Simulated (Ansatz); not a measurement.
# What pressure 30 GPa does to Sn

Take Sn in the diamond structure (space group Fd-3m, No. 227; a = 6.655 Å) as the base.

Modification: a hydrostatic pressure of 30 GPa.

Calculations: PBE (Ansatz, an electronic-structure program; PAW; 420 eV plane waves; no SOC). k-mesh 12×12×12 (Γ-centred); smearing 0.05 eV (Fermi–Dirac).

* **Volume per atom**: 25.84 Å³ (base 36.85 Å³)
* **Density**: 7.63 g/cm³ (base 5.35 g/cm³)
* **Shortest interatomic distance**: 2.560 Å (base 2.882 Å)
* **Enthalpy H = E + PV relative to the base's energy**: +5.57 eV/atom
* **Band gap**: 0.08 eV (base zero)
* **Gap character**: indirect, Γ → Γ–X (79 % along) (base absent)
* **Electron mass**: 1.0 mₑ along k, 0.17 mₑ across (off the special points)
* **Valley order (the lowest conduction-band minima on the path, energy above the VBM, named in the base's zone)**: a point along ⟨100⟩, about 0.7 Å⁻¹ from Γ 0.08 eV; L along ⟨111⟩ 0.56 eV; Γ 1.34 eV

Cost of the whole job for the changed cell (relaxation, final SCF and bands): roughly 21 core-seconds.

Load acts through the strain it causes; cell and atoms are relaxed under it. Effective masses come from finite differences of ±0.01 Å⁻¹. Along k means along the line from Γ to the band edge. Stability against distortions was not tested. Tetrahedral semiconductors of this kind turn to denser phases somewhere between about 1 and 50 GPa; those were not computed, so compressed cells here can lie past the real transition. The zero or small gap of Sn can change with the level of theory.
